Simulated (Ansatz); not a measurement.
Start from WS2 in the 2H-MoS2 type structure (space group P6_3/mmc, No. 194; a = 3.154 Å, c = 12.141 Å; layered, stacked along the Cartesian z axis).

All numbers come from Ansatz (a quantum-chemistry and plane-wave program) PBE-D3(BJ), no spin-orbit coupling, earlier PAW set.

Before the change:

The band gap is 0.88 eV and the density comes out as 7.87 g/cm³. The shortest interatomic distance comes out as 2.408 Å.

The change: cell and atoms relaxed at a pressure of 22.5 GPa.

Q: What happens to the band gap?

A: The band gap goes from 0.88 eV to zero.

Q: Estimate the effect on the density.

A: The density grows by 1.694 g/cm³, from 7.87 g/cm³ to 9.57 g/cm³.

Q: How does this affect the shortest interatomic distance?

A: The shortest interatomic distance drops by 0.0521 Å, from 2.408 Å to 2.355 Å.

Spin-orbit coupling, missing from the scalar runs, can matter with W. Load acts through the strain it causes; cell and atoms are relaxed under it. Whether these cells are dynamically stable was not tested. Competing high-pressure phases were not computed. The final runs are not spin-polarised. Gaps under 0.05 eV, about the width of the smearing, are given as zero. A zero or small gap of WS2 under pressure 22.5 GPa can be the functional's error rather than a property of the material.
